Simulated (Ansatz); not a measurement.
TiSi2: response to strain

The reference is TiSi$_{2}$ (space group Cmcm, No. 63).

```xyz
6
Lattice="1.7730 -6.7825 0.0000 1.7730 6.7825 0.0000 0.0000 0.0000 3.5797" Properties=species:S:1:pos:R:3 pbc="T T T"
Si     1.7730    -5.9800     2.6848
Si     1.7730     5.9800     0.8949
Si     1.7730     3.3875     2.6848
Si     1.7730    -3.3875     0.8949
Ti     1.7730    -1.3999     2.6848
Ti     1.7730     1.3999     0.8949
```

Cartesian axes are those of the cell as printed.

Strains are applied to the cell and any free atomic positions relax; under biaxial strain the out-of-plane vector relaxes too.

Calculations: Ansatz (a program for electronic structure), PBE, PAW, cutoff 420 eV, no spin-orbit coupling, earlier PAW set.

Notes on the quantities. pressure: mean of the normal stresses, compression positive.

```tsv
case	pressure	shortest interatomic distance
base	0.0 GPa	2.404 Å
biaxial strain −1.55 %, plane normal [001], relaxed out of plane	2.7 GPa	2.405 Å
biaxial strain +2.29 %, plane normal [001], relaxed out of plane	-3.5 GPa	2.407 Å
isotropic strain −4.27 %	23.0 GPa	2.344 Å
isotropic strain −1.48 %	6.6 GPa	2.383 Å
uniaxial strain ε_zz = −0.86 %	1.4 GPa	2.396 Å
uniaxial strain ε_zz = +2.04 %	-2.9 GPa	2.423 Å
```

Without a gap, meshes like the base's 14×14×13 leave anisotropic stresses uncertain by several tenths of a GPa, and small strain energies with them. Stability against distortions was not tested. The final runs are not spin-polarised.
